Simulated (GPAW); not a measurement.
**A short convergence ladder for HfN (I4mm, 2 atoms in the cell)**

```
HfN
1.0
    0.00000     2.24870     2.24870
    2.24870     0.00000     2.24870
    2.24870     2.24870     0.00000
Hf N
1 1
Cartesian
  0.00000   0.00000   0.05000
  2.24870   2.24870   2.24870
```

Base method: PBEsol, GPAW PAW datasets PBEsol (made by gpaw-setup) (plane waves; GPAW).

Base settings: mode = pw; ecut = 950 eV; xc = PBEsol; kpts = 5 5 5; mesh shift (steps) = 0 0 0; occupations.name = fermi-dirac; occupations.width = 0.1 eV; nbands = -8; convergence.density = 1e-05 e/electron; convergence.energy = 1e-05 eV/electron.

**The relaxed cell against the cutoff**

On HfN (Fm-3m, 2 atoms in the cell): atoms on their sites.

In this ladder: optimizer = BFGS; fmax = 0.02 eV/Å.

The mesh stays at the base's, so the ladder's end is converged at best in this setting alone.

Only quantities that move along the ladder and can be compared are tabulated.

```tsv
ecut	relaxed volume (Å³/atom)	relaxation steps
475 eV	10.721	3
570 eV	11.119	2
665 eV	11.318	2
810 eV	11.417	2
950 eV	11.434	2
1140 eV	11.436	2
1425 eV	11.436	2
1900 eV	11.437	2
```

Coarsest ecut that holds the relaxed volume within 0.011 Å³/atom of the last step, with all finer ones: 950 eV; the step before is off by 0.020 Å³/atom.

At the lowest cutoff the cell relaxes to a volume 6.3 % smaller than at the highest.

On the base run: the starting cell has typed, rounded lattice constants, without a prior relaxation at this level. Its lattice was rescaled by up to half a per cent. One atom was moved a little off its site on purpose. Without a gap this mesh is coarse (it stands for a supercell whose shortest vector is 16 Å).
